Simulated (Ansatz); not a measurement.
## A computed series for CaO: pressure series

Base system: CaO in the rock salt structure (space group Fm-3m, No. 225; a = 4.767 Å).

Cell and atoms are relaxed at each pressure.

Calculations: plane-wave PAW DFT at the PBEsol level (Ansatz, an electronic-structure program, 420 eV), scalar-relativistic without spin-orbit coupling.

Notes on the quantities. enthalpy: H = E + PV relative to the base's energy.

| variant | electron mass | enthalpy | shortest interatomic distance |
|---|---|---|---|
| base | 1.4 mₑ along k, 0.42 mₑ across (at X) | – | 2.383 Å |
| pressure −2 GPa | 1.4 mₑ along k, 0.43 mₑ across (at X) | -0.17 eV/atom | 2.398 Å |
| pressure −1 GPa | 1.4 mₑ along k, 0.42 mₑ across (at X) | -0.08 eV/atom | 2.391 Å |
| pressure 0.3 GPa | 1.4 mₑ along k, 0.42 mₑ across (at X) | +0.03 eV/atom | 2.382 Å |
| pressure 0.7 GPa | 1.4 mₑ along k, 0.42 mₑ across (at X) | +0.06 eV/atom | 2.379 Å |
| pressure 1.5 GPa | 1.4 mₑ along k, 0.42 mₑ across (at X) | +0.13 eV/atom | ___ |
| pressure 3 GPa | 1.4 mₑ along k, 0.41 mₑ across (at X) | +0.25 eV/atom | 2.364 Å |
| pressure 5 GPa | 1.4 mₑ along k, 0.41 mₑ across (at X) | +0.41 eV/atom | 2.352 Å |
| pressure 7.5 GPa | 1.4 mₑ along k, 0.40 mₑ across (at X) | +0.62 eV/atom | 2.338 Å |
| pressure 10 GPa | 1.4 mₑ along k, 0.40 mₑ across (at X) | +0.81 eV/atom | 2.326 Å |

Q: Complete the table.

A: 
- pressure 1.5 GPa, shortest interatomic distance: 2.374 Å

The levels and masses belong to the bands next to the band gap. Load acts through the strain it causes; cell and atoms are relaxed under it. Effective masses come from finite differences of ±0.01 Å⁻¹. Along k means along the line from Γ to the band edge. Whether these cells are dynamically stable was not tested. No other phases were tried under pressure. The base started in Cmce and relaxed to Fm-3m at this level.
